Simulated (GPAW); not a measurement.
## GPAW run on KAu₂ (P6_3/mmc, 12 atoms in the cell): self-consistent single point

Method: PBEsol, GPAW PAW datasets PBEsol (made by gpaw-setup) (plane waves; GPAW).

This input was run:

```python
from ase import Atoms
from ase.dft.kpoints import monkhorst_pack
from ase.units import GPa
from gpaw import GPAW, PW

atoms = Atoms(['Au', 'Au', 'Au', 'Au', 'Au', 'Au', 'Au', 'Au', 'K', 'K', 'K', 'K'],
              cell=[[5.623000, 0.000000, 0.000000],
                    [-2.811500, 4.869661, 0.000000],
                    [0.000000, 0.000000, 9.791000]],
              positions=[[0.000000, 1.626467, 2.447750],
                         [4.214438, 0.813233, 7.343250],
                         [1.402939, 4.056428, 2.447750],
                         [2.811500, 3.243194, 7.343250],
                         [-1.402938, 4.056428, 2.447750],
                         [1.408562, 0.813233, 7.343250],
                         [0.000000, 0.000000, 0.000000],
                         [0.000000, 0.000000, 4.895500],
                         [-0.000003, 3.246442, 9.193749],
                         [2.811503, 1.623219, 4.298249],
                         [-0.000003, 3.246442, 5.492751],
                         [2.811503, 1.623219, 0.597251]],
              pbc=True)

calc = GPAW(mode=PW(550),
            xc='PBEsol',
            kpts=monkhorst_pack((6, 6, 3)) + [0, 0, 0.5 / 3],
            occupations={'name': 'methfessel-paxton', 'width': 0.272, 'order': 1},
            nbands=-16,
            convergence={'density': 1e-05},
            symmetry={'symmorphic': False, 'tolerance': 0.0005},
            maxiter=100)

atoms.calc = calc

energy = atoms.get_potential_energy()
print('Energy (eV):', round(energy, 6))
forces = atoms.get_forces()
print('Forces (eV/Ang):')
print(forces.round(5))
stress = atoms.get_stress()
print('Stress (GPa, Voigt):', (stress / GPa).round(4))
```

Output (repeated stretches shortened):

```
Input parameters:
  convergence: {density: 1e-05}
  kpts: [[-0.41666667 -0.41666667 -0.16666667],
         [-0.41666667 -0.41666667  0.16666667],
         [-0.41666667 -0.41666667  0.5       ],
         ...,
         [ 0.41666667  0.41666667 -0.16666667],
         [ 0.41666667  0.41666667  0.16666667],
         [ 0.41666667  0.41666667  0.5       ]]
  maxiter: 100
  mode: {ecut: 550.0,
         name: pw}
  nbands: -16
  occupations: {name: methfessel-paxton,
                order: 1,
                width: 0.272}
  symmetry: {symmorphic: False,
             tolerance: 0.0005}
  xc: PBEsol

species:
  Au:
    name: Gold
    Z: 79.0
    valence: 11
    core: 68
    charge: 0.0
    file: Au.PBEsol.gz

    # Using partial waves for Au as LCAO basis

  K:
    name: Potassium
    Z: 19.0
    valence: 9
    core: 10
    charge: 0.0
    file: K.PBEsol.gz

    # Using partial waves for K as LCAO basis

Reference energy: -4197086.948015  # eV

Spin-paired calculation

Convergence criteria:
 Maximum [total energy] change in last 3 cyles: 0.0005 eV / valence electron
 Maximum integral of absolute [dens]ity change: 1e-05 electrons / valence electron
 Maximum integral of absolute [eigenst]ate change: 4e-08 eV^2 / valence electron
 Maximum number of scf [iter]ations: 100

Symmetries present (total): 24
Symmetries with fractional translations: 12

  ( 1  1  0) + (   0)  ( 1  1  0) + (   0)  ( 1  0  0) + (   0)
  ( 0 -1  0) + (   0)  (-1  0  0) + (   0)  ( 0  1  0) + (   0)
  ( 0  0  1) + (   0)  ( 0  0 -1) + (   0)  ( 0  0  1) + (   0)

  ( 1  0  0) + (   0)  ( 0  1  0) + (   0)  ( 0  1  0) + (   0)
  (-1 -1  0) + (   0)  ( 1  0  0) + (   0)  (-1 -1  0) + (   0)
  ( 0  0 -1) + (   0)  ( 0  0 -1) + (   0)  ( 0  0  1) + (   0)

  ( 0 -1  0) + (   0)  ( 0 -1  0) + (   0)  (-1  0  0) + (   0)
  ( 1  1  0) + (   0)  (-1  0  0) + (   0)  ( 1  1  0) + (   0)
  ( 0  0 -1) + (   0)  ( 0  0  1) + (   0)  ( 0  0  1) + (   0)

   [... lines left out ...]
   1 Au     4.214438    0.813233    7.343250    ( 0.0000,  0.0000,  0.0000)
   2 Au     1.402939    4.056428    2.447750    ( 0.0000,  0.0000,  0.0000)
   3 Au     2.811500    3.243194    7.343250    ( 0.0000,  0.0000,  0.0000)
   4 Au    -1.402938    4.056428    2.447750    ( 0.0000,  0.0000,  0.0000)
   5 Au     1.408562    0.813233    7.343250    ( 0.0000,  0.0000,  0.0000)
   6 Au     0.000000    0.000000    0.000000    ( 0.0000,  0.0000,  0.0000)
   7 Au     0.000000    0.000000    4.895500    ( 0.0000,  0.0000,  0.0000)
   8 K     -0.000003    3.246442    9.193749    ( 0.0000,  0.0000,  0.0000)
   9 K      2.811503    1.623219    4.298249    ( 0.0000,  0.0000,  0.0000)
  10 K     -0.000003    3.246442    5.492751    ( 0.0000,  0.0000,  0.0000)
  11 K      2.811503    1.623219    0.597251    ( 0.0000,  0.0000,  0.0000)

Unit cell:
           periodic     x           y           z      points  spacing
  1. axis:    yes    5.623000    0.000000    0.000000    32     0.1522
  2. axis:    yes   -2.811500    4.869661    0.000000    32     0.1522
  3. axis:    yes    0.000000    0.000000    9.791000    54     0.1813

  Lengths:   5.623000   5.623000   9.791000
  Angles:   90.000000  90.000000 119.999999

Effective grid spacing dv^(1/3) = 0.1693
     iter     time        total  log10-change:
                         energy   eigst   dens
iter:   1 --:--:--   -42.938699
iter:   2 --:--:--   -42.265868   -1.18  -1.31
iter:   3 --:--:--   -40.071454   -0.70  -1.34
iter:   4 --:--:--   -39.510061   -2.82  -1.80
iter:   5 --:--:--   -39.283955   -1.38  -1.91
iter:   6 --:--:--   -39.258764   -1.71  -1.87
iter:   7 --:--:--   -39.115694   -3.10  -2.04
iter:   8 --:--:--   -39.033217   -2.55  -2.27
iter:   9 --:--:--   -39.032057   -3.98  -3.01
iter:  10 --:--:--   -39.031892c  -4.01  -3.05
iter:  11 --:--:--   -39.031581c  -4.40  -3.24
iter:  12 --:--:--   -39.031436c  -5.33  -3.27
iter:  13 --:--:--   -39.031490c  -5.17  -3.45
iter:  14 --:--:--   -39.031232c  -5.21  -3.45
iter:  15 --:--:--   -39.031300c  -6.16  -3.57
   [... 3 lines left out ...]
iter:  19 --:--:--   -39.031158c  -6.91  -3.77
iter:  20 --:--:--   -39.031136c  -5.75  -3.80
iter:  21 --:--:--   -39.031139c  -6.81  -4.04
iter:  22 --:--:--   -39.031141c  -7.16  -4.12
iter:  23 --:--:--   -39.031149c  -6.56  -4.20
iter:  24 --:--:--   -39.031142c  -7.42c -4.39
iter:  25 --:--:--   -39.031136c  -6.91  -4.42
iter:  26 --:--:--   -39.031135c  -7.34  -4.45
iter:  27 --:--:--   -39.031135c  -7.50c -4.50
iter:  28 --:--:--   -39.031135c  -7.73c -4.65
iter:  29 --:--:--   -39.031135c  -7.71c -4.71
iter:  30 --:--:--   -39.031135c  -8.38c -4.72
iter:  31 --:--:--   -39.031136c  -8.09c -4.76
iter:  32 --:--:--   -39.031137c  -7.99c -4.90
iter:  33 --:--:--   -39.031136c  -7.96c -5.00
iter:  34 --:--:--   -39.031136c  -8.95c -5.35c
Converged after 34 iterations.

Dipole moment: (0.000006, -0.000000, 0.000000) |e|*Ang

Energy contributions relative to reference atoms: (reference = -4197086.948015)

Kinetic:       -112.958721
Potential:     +101.375529
External:        +0.000000
XC:             -25.836495
Entropy (-ST):   +0.016775
Local:           -1.622633
SIC:             +0.000000
--------------------------
Free energy:    -39.025544
Extrapolated:   -39.031136

Showing only first 2 kpts
 Kpt  Band  Eigenvalues  Occupancy
  0    60      6.54876    1.15673
  0    61      6.95335   -0.06395
  0    62      7.78497   -0.00000
  0    63      7.83653   -0.00000

  1    60      6.55681    1.10716
  1    61      6.55681    1.10716
  1    62      7.88469   -0.00000
  1    63      7.88469   -0.00000

Fermi level: 6.57407

No gap
No difference between direct/indirect transitions
Energy (eV): -39.031136

Forces in eV/Ang:
  0 Au    0.00000   -0.02699    0.00000
  1 Au    0.02338   -0.01350    0.00000
  2 Au    0.02338    0.01350    0.00000
  3 Au    0.00000    0.02699    0.00000
  4 Au   -0.02338    0.01350   -0.00000
  5 Au   -0.02338   -0.01350   -0.00000
  6 Au    0.00000   -0.00000    0.00000
  7 Au    0.00000    0.00000    0.00000
  8 K     0.00000   -0.00000    0.01781
  9 K    -0.00000    0.00000    0.01781
 10 K     0.00000   -0.00000   -0.01781
 11 K     0.00000    0.00000   -0.01781

Stress tensor:
    -0.000208    -0.000000     0.000000
     0.000000    -0.000208    -0.000000
     0.000000    -0.000000     0.000008
Stress (GPa, Voigt): [-0.0333 -0.0333  0.0013 -0.      0.     -0.    ]
```

The run converged in 34 iterations. GPAW prints stress with tension positive.

The starting cell comes from a database of published, mostly measured structures (it also holds non-ambient and calculated ones), without a prior relaxation at this level. Spin-orbit coupling is off.

Cost on one core of a shared machine: roughly 10 min.
